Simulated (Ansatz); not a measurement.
Base system: ZrN in the rock salt structure (space group Fm-3m, No. 225; a = 4.553 Å; relaxed with 0.1 eV smearing). Axes: x, y, z lie along the cube axes.

Level of theory: PBEsol (Ansatz, a first-principles code, PAW, without spin-orbit coupling), earlier PAW set.

Before the change:

The shortest interatomic distance comes out as 2.277 Å and the pressure is 0.0 GPa.

One thing is altered: the symmetric strain tensor [0.0008 0.0016 0.0087; 0.0016 0.0104 0.0106; 0.0087 0.0106 -0.0033]; the atoms relax in the strained cell.

### Question
What does the calculation give for the shortest interatomic distance after the change?

### Answer
The shortest interatomic distance drops by 0.0073 Å (2.277 Å → 2.269 Å).

### Question
Estimate the effect on the pressure.

### Answer
The pressure (mean of the normal stresses, compression positive) goes from zero to -1.9 GPa.

Stability against distortions was not tested. The final runs are not spin-polarised. An odd electron count without spin: ZrN.
